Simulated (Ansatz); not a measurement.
Consider SiO₂ in the rutile structure (space group P4_2/mnm, No. 136; a = 4.236 Å, c = 2.690 Å). Axes: x, y, z lie along a, b, c of the conventional cell.

The change: the cell is compressed by 1.80 % along z with no lateral relaxation, atoms relaxed at fixed cell.

Levels (all Ansatz, a first-principles code, PAW, earlier PAW set): PBE (420 eV, spin-orbit coupling left out); PBE+SOC (420 eV, with spin-orbit coupling).

The geometry is relaxed with PBE.

| Item | Value |
|---|---|
| PBE lowest conduction level above the VBM at special points | Γ 5.43 eV; A 7.02 eV; M 7.43 eV; X 7.72 eV |
| PBE pressure | 6.62 GPa |
| PBE gap character | direct at Γ |
| PBE valence-band top at Γ | 0.00, -0.88, -0.88 eV |

### Question
What does PBE+SOC give at this geometry for the lowest conduction level above the VBM at special points, pressure, gap character and valence-band top at Γ?

### Answer
The lowest conduction level above the VBM at special points stays Γ 5.43 eV; A 7.02 eV; M 7.43 eV; X 7.72 eV; the pressure is still 6.62 GPa; the gap character stays direct at Γ; the valence-band top at Γ (three highest Kramers pairs, from the VBM) changes from 0.00, -0.88, -0.88 eV to 0.00, -0.87, -0.89 eV.

Single points use the geometry relaxed with PBE. Differences between runs with and without spin-orbit coupling are approximate. The cells carry an imposed strain or load. No phonon test of stability was made.
